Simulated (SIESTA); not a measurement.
A self-consistent single point of Cr (Im-3m, 1 atom in the cell) with SIESTA.

Computed with SIESTA with GGA PBEsol, numerical atomic orbitals DZP, PseudoDojo PBEsol standard norm-conserving potentials (rewritten from UPF to PSML).

```
Cr
1.0
   -1.41840     1.41840     1.41840
    1.41840    -1.41840     1.41840
    1.41840     1.41840    -1.41840
Cr
1
Cartesian
  0.00000   0.00000   0.00000
```
Moments meant for the start (each program seeds them in its own way; μB, in the order of the atoms Cr): 3.0.

Reference input (self-consistent single point, DFT, GGA PBE, numerical atomic orbitals DZP, PseudoDojo PBE standard norm-conserving potentials (rewritten from UPF to PSML)): XC.functional = GGA; XC.authors = PBE; potentials = PseudoDojo PBE standard; PAO.BasisSize = DZP; PAO.EnergyShift = 0.01 Ry; MeshCutoff = 350 Ry; kgrid.MonkhorstPack = 13 13 13; OccupationFunction = FD; ElectronicTemperature = 0.1 eV; Spin = polarized; DM.InitSpin = [1 +3.00]; MaxSCFIterations = 150. This run's input differs from it in these lines:

```diff
@@ -1,2 +1,2 @@
-# files in the folder: Cr.psml (PseudoDojo PBE standard)
+# files in the folder: Cr.psml (PseudoDojo PBEsol standard)
 SystemName  Cr
@@ -21,3 +21,3 @@
 XC.functional                GGA
-XC.authors                   PBE
+XC.authors                   PBEsol
 PAO.BasisSize                DZP
```

Output (repeated stretches shortened):

```
        iscf     Eharris(eV)        E_KS(eV)     FreeEng(eV)     dDmax    Ef(eV) dHmax(eV)
   scf:    1    -2394.046351    -2412.624853    -2412.653627  0.407093 -0.035462 15.393633
     spin moment: {S} , |S| = {        0.0        0.0    0.63565 }     0.63565
   scf:    2    -2416.812184    -2414.796330    -2414.828952  0.138187 -0.809441 12.065791
     spin moment: {S} , |S| = {        0.0        0.0    0.63411 }     0.63411
   scf:    3    -2419.004317    -2418.127006    -2418.171827  0.367975 -3.648080  1.381343
     spin moment: {S} , |S| = {        0.0        0.0    0.63827 }     0.63827
   [... lines left out ...]
     spin moment: {S} , |S| = {        0.0        0.0    0.00130 }     0.00130
   scf:   12    -2418.373596    -2418.373505    -2418.394842  0.000952 -3.447305  0.023708
     spin moment: {S} , |S| = {        0.0        0.0   -0.00237 }    -0.00237
   scf:   13    -2418.373388    -2418.373450    -2418.394857  0.000616 -3.452330  0.000055
     spin moment: {S} , |S| = {        0.0        0.0    0.00000 }     0.00000
   scf:   14    -2418.373450    -2418.373450    -2418.394857  0.000002 -3.452336  0.000025
     spin moment: {S} , |S| = {        0.0        0.0    0.00000 }     0.00000
SCF Convergence by DM+H criterion
max |DM_out - DM_in|         :     0.0000019847
max |H_out - H_in|      (eV) :     0.0000251553
SCF cycle converged after 14 iterations

Using DM_out to compute the final energy and forces

siesta: E_KS(eV) =            -2418.3734

siesta: E_KS - E_eggbox =     -2418.3734

siesta: Atomic forces (eV/Ang):
     1    0.000000    0.000000   -0.000000
   Tot    0.000000    0.000000   -0.000000
   Max    0.000000
   Res    0.000000    sqrt( Sum f_i^2 / 3N )
   Max    0.000000    constrained

Stress tensor Voigt[x,y,z,yz,xz,xy] (kbar):       99.36       99.36       99.36        0.29        0.29        0.29
(Free)E + p*V (eV/cell)    -2419.1028
Target enthalpy (eV/cell)    -2418.3949

siesta: Program's energy decomposition (eV):
siesta: FreeEng =     -2418.394857

siesta: Stress tensor (static) (eV/Ang**3):
   [... lines left out ...]
siesta: Cell volume =         11.414481 Ang**3
siesta:         -99.36268865        -99.36268865  kBar
   [... lines left out ...]
               3dz2    3dxz    3dx2-y2
   1  7.000   0.920   0.134   0.051   0.970   0.970   0.970   0.187   0.187
              0.187   0.547   0.547   0.392   0.547   0.392   0.002   0.002

             -0.002   0.002  -0.002

mulliken: Qtot =        7.000

Mulliken Atomic Populations:
Atom #   charge [q] valence [e]      Sz [e]  Species
     1     0.000000   14.000000    0.000002  Cr
 Total     0.000000                0.000002
```

The run converged in 14 iterations. Against the reference run the pressure goes from -0.32 to -9.94 GPa.

The starting cell was generated: these elements placed on a structure prototype, without a prior relaxation; it need not be a known phase or ordering of this composition. Its lattice was rescaled by a random factor within 2.5 % of one. The starting moments vanished: the run ended non-magnetic, which need not be the lowest state. Values carry the incompleteness of an atom-centred basis. With a pressure of about -10 GPa the cell is away from its equilibrium volume at this level.

Cost on one core of a shared machine: roughly 2 min.
